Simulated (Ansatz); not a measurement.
Start from Au in the fcc (Cu type) structure (space group Fm-3m, No. 225; a = 4.083 Å; relaxed with 0.1 eV smearing). Axes: x, y, z lie along the cube axes.

The values are results of Ansatz (a program for electronic structure), PBEsol, PAW, cutoff 420 eV, spin-orbit coupling left out, not measurements.

Strains are applied to the cell and any free atomic positions relax.

One change was made to it. Results:

The energy rises by 4.0 meV/atom; the pressure (mean of the normal stresses, compression positive) goes from zero to -3.3 GPa.

### Question
What was done to the base?
A) uniaxial strain ε_zz = +2.50 %
B) uniaxial strain ε_zz = +2.00 %
C) uniaxial strain ε_zz = +1.00 %
D) uniaxial strain ε_zz = −1.50 %
E) uniaxial strain ε_zz = +1.50 %

### Answer
B, uniaxial strain ε_zz = +2.00 %. For comparison, the energy relative to the base in the other runs: uniaxial strain ε_zz = +1.50 % gives +2.3 meV/atom; uniaxial strain ε_zz = −1.50 % gives +2.4 meV/atom; uniaxial strain ε_zz = +1.00 % gives +1.0 meV/atom; uniaxial strain ε_zz = +2.50 % gives +6.1 meV/atom.

No phonon test of stability was made.
